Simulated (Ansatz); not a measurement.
# How far PBE and r2SCAN part for PbTe

The reference is PbTe in the rock salt structure (space group Fm-3m, No. 225; a = 6.569 Å).

(Cell as relaxed with PBE.)

Levels (all Ansatz, an electronic-structure program, PAW, earlier PAW set): PBE (420 eV, no SOC); r2SCAN (500 eV, no SOC).

Each level relaxes its own structure.

```csv
quantity,PBE,r2SCAN
volume per atom,35.44 Å³,?
lattice parameter a,6.569 Å,?
band gap,0.83 eV,?
gap character,direct at L,?
electron mass,"0.31 mₑ along k, 0.11 mₑ across",?
hole mass,"0.50 mₑ along k, 0.092 mₑ across",?
```

Predict the r2SCAN column.


- volume per atom, r2SCAN: 34.89 Å³
- lattice parameter a, r2SCAN: 6.535 Å
- band gap, r2SCAN: 1.10 eV
- gap character, r2SCAN: direct at L
- electron mass, r2SCAN: 0.34 mₑ along k, 0.12 mₑ across
- hole mass, r2SCAN: 0.57 mₑ along k, 0.088 mₑ across

PBE's volume per atom lies 0.55 Å³ above r2SCAN's (1.6 %); PBE's lattice parameter a lies 0.034 Å above r2SCAN's (0.5 %); PBE's band gap lies 0.262 eV below r2SCAN's; the two agree on the gap character. Neither level is exact; r2SCAN is the comparison here, not a measurement.

Spin-orbit coupling, missing from the scalar runs, can matter with Pb and Te. Effective masses come from finite differences of ±0.01 Å⁻¹. Along k means along the line from Γ to the band edge. Stability against distortions was not tested.
